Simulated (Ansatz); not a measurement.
The starting structures come from a database of crystals and need not be the phases stable at ambient conditions.

The decay constant κ of evanescent states in the gap governs leakage through a thin film.

Data:

```
CELL_PARAMETERS angstrom
      7.40551     0.00000     0.00000
      0.00000     7.40551     0.00000
      0.00000     0.00000     4.36523
ATOMIC_POSITIONS crystal
  K  0.00000 0.50000 0.50000
  K  0.50000 0.00000 0.50000
  Pt 0.00000 0.00000 0.00000
  Br 0.23427 0.23427 0.00000
  Br 0.76573 0.76573 0.00000
  Br 0.76573 0.23427 0.00000
  Br 0.23427 0.76573 0.00000
```

Space group of this cell: P4/mmm. The cell is taken as given; by PBEsol its mean pressure is -0.8 GPa.

Transport runs along the normal of the first two printed cell vectors, the (001) plane of the conventional cell.

The gap is the functional's own. No spin-orbit coupling. Mid-gap values are interpolated on the energy grid.

Question: Give the band gap and the smallest decay constant κ at mid-gap that PBEsol run with Ansatz (a program for electronic structure) yields.

Answer: Gap 1.40 eV on a 4×4×8 mesh; κ = 0.339 1/Å, at the zone centre.
